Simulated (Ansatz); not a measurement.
## Input and output of a self-consistent single point for GaCuGeSe4 (C2, 7 atoms in the cell) (Ansatz)

Computed with LDA (PW92), default PAW files made with PBE (plane waves; Ansatz, a first-principles code).

This input was run:

Ansatz 0.2 input:
```yaml
crystal:
  lattice:
    - [-2.76146000, 2.76146000, 5.42150600]
    - [2.76146000, -2.76146000, 5.42150600]
    - [2.76146000, 2.76146000, -5.42150600]
  atoms:
    - { symbol: Ga, position_ang: [-0.00000000, 0.00000000, 5.47150313] }
    - { symbol: Cu, position_ang: [2.76146000, 0.00000000, 2.71075300] }
    - { symbol: Ge, position_ang: [-0.00000000, 2.76146000, 2.71075300] }
    - { symbol: Se, position_ang: [1.31373698, 1.28987797, -1.29628208] }
    - { symbol: Se, position_ang: [1.28987797, 4.20918302, 1.29628208] }
    - { symbol: Se, position_ang: [1.44772302, 1.47158203, 4.12522392] }
    - { symbol: Se, position_ang: [1.47158203, -1.44772302, 6.71778808] }
basis:
  ecutwfc: 420.0
kpoints:
  mp_grid:
    grid: [3, 3, 3]
hamiltonian:
  xc: lda
  pseudopotentials:
    kind: paw
scf:
  occupations:
    method: fixed
output:
  forces: true
  eigenvalues: true
  stress: true
```

Log, with long lists cut:

```
WARN ansatz: RAYON_NUM_THREADS=1 ignored (pool sized by the plan → 1); use --threads N
Pseudopotentials: kind: paw
Pseudopotential: Ga, paw, valence charge 13
Pseudopotential: Cu, paw, valence charge 19
Pseudopotential: Ge, paw, valence charge 14
Pseudopotential: Se, paw, valence charge 16
Crystal: 7 atoms, lattice volume = 165.370 Å³
Basis set: ecut = 420 eV, 3219 PW (Γ)
Bands: 66, of which v1, the nominal top of the filled ones, is band 55 counted from 1 (54 counted from 0)
Symmetry: 2 space group operations
Space group: C2 (ITA 5), of the structure as read, at distance tolerance 5.5e-5 Å
k-points: 10 of 27 (time reversal used)
PAW frozen core: Ga, regenerated for the run's functional, and the local potential with it
PAW frozen core: Cu, regenerated for the run's functional, and the local potential with it
PAW frozen core: Ge, regenerated for the run's functional, and the local potential with it
PAW frozen core: Se, regenerated for the run's functional, and the local potential with it
Initial density: superposition of atomic densities (neutral atoms: chi_scale 0, normalization atom), corrected by the library's trained network
Initial wavefunctions: pseudopotential atomic-orbital guess
Eigensolver: davidson
Functional: x = slater, c = lda
SCF iter   1: F=—  HF=-36013.858118 eV  |F-HF|=—  |Δ(HF+E_count)|=         —  Δρ=9.02e-3  dr2=7.60e-2  ethr=1.77e-3  ⟨swp⟩=5.0  Hψ=1967  notcnv=0  defer=89
all-band conjugate gradients solve this SCF's bands
preconditioner: auto → Resta (q_TF=auto, 2.549 Å⁻¹)
SCF iter   2: F=—  HF=-36013.862776 eV  |F-HF|=—  |Δ(HF+E_count)|=   4.66e-3  Δρ=8.92e-3  dr2=9.34e-2  ethr=6.91e-5  ⟨swp⟩=2.5  Hψ=1336  notcnv=0  defer=89
SCF iter   3: F=—  HF=-36013.844297 eV  |F-HF|=—  |Δ(HF+E_count)|=   1.85e-2  Δρ=3.06e-3  dr2=8.33e-3  ethr=6.91e-5  ⟨swp⟩=2.0  Hψ=1192  notcnv=0  defer=89
SCF iter   4: F=—  HF=-36013.842648 eV  |F-HF|=—  |Δ(HF+E_count)|=   1.65e-3  Δρ=6.06e-4  dr2=3.52e-4  ethr=7.57e-6  ⟨swp⟩=2.0  Hψ=856  notcnv=0  defer=90
SCF iter   5: F=—  HF=-36013.842579 eV  |F-HF|=—  |Δ(HF+E_count)|=   6.94e-5  Δρ=1.30e-4  dr2=2.83e-5  ethr=3.20e-7  ⟨swp⟩=2.1  Hψ=928  notcnv=0  defer=41
SCF iter   6: F=—  HF=-36013.842606 eV  |F-HF|=—  |Δ(HF+E_count)|=   2.67e-5  Δρ=4.93e-5  dr2=5.25e-6  ethr=2.57e-8  ⟨swp⟩=2.3  Hψ=966  notcnv=0  defer=39
SCF iter   7: F=—  HF=-36013.842605 eV  |F-HF|=—  |Δ(HF+E_count)|=   1.98e-7  Δρ=2.09e-5  dr2=1.01e-6  ethr=4.77e-9  ⟨swp⟩=2.0  Hψ=866  notcnv=0  defer=39
SCF iter   8: F=-36013.842605 eV  HF=-36013.842606 eV  |F-HF|=1.58e-8  |Δ(HF+E_count)|=   9.07e-8  Δρ=6.66e-6  dr2=8.98e-8  ethr=9.09e-11  ⟨swp⟩=9.5  Hψ=3424  notcnv=0
SCF 1 converged in 8 iterations: F = -36013.842605 eV  dr2 = 8.98e-8
SCF converged after 8 iterations
Free energy (F): -36013.842605 eV
Harris-Foulkes:  -36013.842606 eV  (|F-HF|=1.58e-8)
Internal energy: -36013.842605 eV  (E = F + TS)
E sigma→0 (E₀):  -36013.842605 eV
Fermi energy:    7.359372 eV
--- Per-component energies (eV) ---
  E_band       = -2337.502845
  E_kinetic    = 1002.004968
  E_local      = -20383.054524  (includes V_loc(G=0)·N_el)
  E_nonlocal   = -1103.961997
  E_hartree    = 9560.932925
  E_xc         = -644.605765
  E_vxc        = -629.589911  (∫ρ·V_xc dr)
  E_paw        = -12763.969800  (= ΣΔE_a)
  E_vpaw       = -344.783752  (= ΣTr[D̂ρ^β])
  E_aug_tail   = -0.001965  (compensation charges beyond the density's cutoff)
  E_ewald      = -11694.142363
  E_core_change = 12.955915  (= ΣΔE_core)
  E_smearing   = -0.000000  (= −TS)
  E_closure    = -0.000000  (closes the sum)
  Σ components = -36013.842605   (vs F -36013.842605, Δ=0.00e0)
--- Forces (eV/Å), atoms counted from 1 ---
  atom   1  Ga     0.00000000     0.00000000    -0.35651598
  atom   2  Cu     0.00000000     0.00000000     0.02478978
  atom   3  Ge     0.00000000     0.00000000     0.12166473
  atom   4  Se    -0.01002552     0.18839096     0.00448690
  atom   5  Se     0.06891064     0.15126072     0.10054396
  atom   6  Se     0.01002552    -0.18839096     0.00448690
  atom   7  Se    -0.06891064    -0.15126072     0.10054396
  max |Σ_I F_I| component: 2.56e-7 eV/Å
--- Stress (GPa, compression-positive) ---
       -3.233823      -0.292368       0.000000
       -0.292368      -3.291824       0.000000
        0.000000       0.000000      -3.302233
  P = ⅓ Tr σ = -3.2760 GPa (-32.760 kbar)
  The stress holds the Pulay correction. Without it, at fixed plane waves, as pw.x and ABINIT print it: P = -3.3114 GPa
--- Band table (eV; the first three rows and the last of 10) ---
  k-point 0: bands = ["-103.3117", "-61.1871", "-61.1295", "-61.1285", "-40.4202", "-40.4200", "-40.4096", "-40.4095", "-40.3508", "-40.3505", "-40.3383", "-40.3381", "-40.3286", "-40.3284", "-40.2675", "-40.2671", "-40.2610", "-40.2609", [...]
  k-point 1: bands = ["-103.3117", "-61.1871", "-61.1295", "-61.1285", "-40.4201", "-40.4201", "-40.4096", "-40.4095", "-40.3507", "-40.3506", "-40.3382", "-40.3381", "-40.3285", "-40.3284", "-40.2674", "-40.2671", "-40.2610", "-40.2609", [...]
  k-point 2: bands = ["-103.3117", "-61.1871", "-61.1295", "-61.1285", "-40.4202", "-40.4200", "-40.4096", "-40.4095", "-40.3507", "-40.3506", "-40.3382", "-40.3381", "-40.3285", "-40.3284", "-40.2674", "-40.2671", "-40.2610", "-40.2609", [...]
  k-point 9: bands = ["-103.3117", "-61.1871", "-61.1295", "-61.1285", "-40.4202", "-40.4200", "-40.4096", "-40.4095", "-40.3507", "-40.3506", "-40.3382", "-40.3381", "-40.3285", "-40.3284", "-40.2674", "-40.2671", "-40.2610", "-40.2609", [...]
```

The run converged in 8 iterations.

The starting cell comes from a database of computed structures (which also holds hypothetical and non-ambient phases and stackings), without a prior relaxation at this level. Its lattice was rescaled by up to half a per cent. One atom was moved a little off its site on purpose. With a pressure of about -3 GPa the cell is away from its equilibrium volume at this level. Ansatz's pressure includes its estimate of the finite-basis (Pulay) stress.
